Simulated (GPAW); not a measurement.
**Pressure against volume in antifluorite Mg2Ge (space group 225) (GPAW, PBE)**

```
CELL_PARAMETERS angstrom
      0.00000     3.13819     3.13819
      3.13819     0.00000     3.13819
      3.13819     3.13819     0.00000
ATOMIC_POSITIONS crystal
  Mg 0.25000 0.25000 0.25000
  Mg 0.75000 0.75000 0.75000
  Ge 0.00000 0.00000 0.00000
```

Method: PBE, GPAW PAW datasets PBE (gpaw-data 1.0.1) (plane waves; GPAW). Settings: mode = pw; ecut = 780 eV; xc = PBE; kpts = 9 9 9; mesh shift (steps) = 0 0 0; occupations.name = fermi-dirac; occupations.width = 0.01 eV; nbands = -8; convergence.bands = -6; symmetry.symmorphic = false; symmetry.tolerance = 0.0005; maxiter = 150. The cell above is the first row's. The rows scale it uniformly. In all rows fractional positions and the k mesh are held.

```csv
V (Å^3/atom),P (GPa)
20.604,4.09
21.052,2.73
21.500,1.50
21.947,0.39
22.395,-0.62
22.843,-1.52
23.291,-2.32
23.739,-3.05
24.187,?
```

### Question
Fit P against V with a cubic, and predict the withheld value at V = 24.187.

### Answer
With u = V - 22.2, the rows have u = -1.5960, -1.1480, -0.7000, -0.2530, 0.1950, 0.6430, 1.0910, 1.5390. Least squares gives P = -0.192 - 2.2239·u + 0.2631·u² - 0.01543·u³. Residuals (row less fit): 0.000, -0.001, 0.001, 0.002, -0.004, -0.003, 0.005, -0.002; standard error 0.004 (degrees of freedom: 4). The fitted pressure is zero at V0 = 22.11, where dP/dV = -2.269, so B0 = -V0·dP/dV = 50.2 GPa. At the withheld row, u = 1.9870, so P = -0.192 - 2.2239 × 1.9870 + 0.2631 × 1.9870² - 0.01543 × 1.9870³ = -3.693 GPa. The calculation gives -3.71 GPa, 0.017 GPa below the prediction (0.2 % of the range of P in the table). The row lies outside the fitted rows, so this is an extrapolation. From the scatter of the fitted rows alone, a prediction at this place has a standard error of 0.011 GPa, so the miss is 1.6 times that.

Carrying the step between the two nearest rows on in a straight line would have given -3.78, off by 0.07; series whose last step already gives the withheld value aren't shown. The scan was laid around a cell of about the measured size, scaled by a guess for this functional. The runs keep the symmetry of the cell, so they don't test it for distortions. Cutoffs and mesh are single choices, not tested for convergence of this quantity. Series with a scatter that would blur these digits, or in which a gap closes, are not shown.
